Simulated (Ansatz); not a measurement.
Take TiB2 (space group P6/mmm, No. 191) as the base.

```
CELL_PARAMETERS angstrom
      2.99392     0.00000     0.00000
     -1.49696     2.59281     0.00000
      0.00000     0.00000     3.15953
ATOMIC_POSITIONS crystal
  Ti 0.00000 0.00000 0.00000
  B  0.66667 0.33333 0.50000
  B  0.33333 0.66667 0.50000
```

The values are results of DFT with LDA, PAW potentials and a 420 eV plane-wave cutoff in Ansatz (an electronic-structure program), no SOC, not measurements.

For the base:

Pressure: 0.0 GPa
Band gap: zero

One thing is altered: the cell is scaled by 1.0050 in all directions, atoms relaxed at fixed cell.

Task: What happens to the energy relative to the base, pressure and band gap?

Result: The energy goes up by 1.6 meV/atom; the pressure (mean of the normal stresses, compression positive) goes from zero to -4.1 GPa; the band gap remains zero.

A case with no gap was solved on a k-mesh chosen for an insulator, which is coarse for it. The cells carry an imposed strain or load. No phonon test of stability was made. All final runs are without spin polarisation.
